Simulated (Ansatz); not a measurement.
EuCl₃ (Pm, No. 6; cell taken from a computed entry) was calculated with r²SCAN in Ansatz (plane waves, PAW).

Numerical settings: plane-wave cutoff 500 eV, 6×10×6 k mesh (along the axes of the cell as run), Fermi–Dirac smearing 0.05 eV, spin-polarised start, scalar-relativistic PAW data made under PBE.

Computed at the level's own relaxed cell.

Question: What does this level give for the equilibrium volume per atom?

Answer: 
- equilibrium volume per atom: 25.33 Å³/atom

Note: the magnetic order was assumed, not searched for or taken from measurement; the relaxation could not lower the start's symmetry, so the cell can be a saddle point above a distorted one; the 4f shell is treated without U or exact exchange, so its levels and filling can be wrong.

Spin–orbit coupling is not included.

Static lattice: no zero-point or thermal effects.

Ansatz is an electronic-structure program.
